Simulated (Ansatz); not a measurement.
Base system: BeS in the zinc blende structure (space group F-43m, No. 216; a = 4.869 Å). Axes: x, y, z lie along the cube axes.

Calculations: Ansatz (a quantum-chemistry and plane-wave program) r2SCAN, no spin-orbit coupling.

Now apply this change: a pure shear with ε_xy = ε_yx = 0.0200, atoms relaxed at fixed cell.

Q: Predict the stress tensor and what it implies for the stiffness.

A: Stress of the strained cell less that of the base (GPa, compression positive):
```
   0.16   -3.50    0.00
  -3.50    0.16    0.00
   0.00    0.00   -0.01
```

Then −Δσ/γ with γ = 2ε = 0.0400 gives secant stiffness values (nonlinear terms included at this strain): C66 ≈ 87 GPa.

As a check, the harmonic strain energy −½ V₀ Δσ:ε is 6.3 meV/atom; the computed energy rise is 6.3 meV/atom.

No phonon test of stability was made.
